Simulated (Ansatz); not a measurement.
Consider the following.

```
NaCl
1.0
    0.00000     2.95265     2.95265
    2.95265     0.00000     2.95265
    2.95265     2.95265     0.00000
Na Cl
1 1
Direct
  0.00000   0.00000   0.00000
  0.50000   0.50000   0.50000
```

No spin polarisation.

Calculations: PBE/PAW in Ansatz (a program for electronic structure), no spin-orbit coupling. Γ-centred 10×10×10 mesh, Fermi–Dirac width 0.05 eV.

**Question.** Estimate the electron mass.

**Answer.** 0.42 mₑ (at Γ).

**Question.** Estimate the band gap.

**Answer.** 4.62 eV.

**Question.** Predict the width of the top valence band.

**Answer.** 0.59 eV.

**Question.** Predict the gap character.

**Answer.** Direct at Γ.

Load acts through the strain it causes; cell and atoms are relaxed under it. Effective masses come from finite differences of ±0.01 Å⁻¹. No phonon test of stability was made. The cell was made from NaCl in the rock salt structure (space group Fm-3m, No. 225) by this change: pressure −2 GPa.
